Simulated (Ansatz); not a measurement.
The reference is TiAl (space group P4/mmm, No. 123; relaxed with 0.1 eV smearing).

```yaml
crystal:
  lattice:
    - [2.79629, 0.00000, 0.00000]
    - [0.00000, 2.79629, 0.00000]
    - [0.00000, 0.00000, 4.03814]
  atoms:
    - { symbol: Ti, position: [0.00000, 0.00000, 0.00000] }
    - { symbol: Al, position: [0.50000, 0.50000, 0.50000] }
```

Cartesian axes are those of the cell as printed.

Method: Ansatz (a program for electronic structure) PBEsol, no spin-orbit coupling.

It is then changed as follows: biaxial strain +2.50 %, plane normal [001], relaxed out of plane (Cartesian); in-plane vectors clamped, the third vector and the atoms free.

**Question.** What does the calculation give for the out-of-plane strain after the change?

**Answer.** The out-of-plane strain amounts to -2.86 %.

No phonon test of stability was made. All final runs are without spin polarisation.
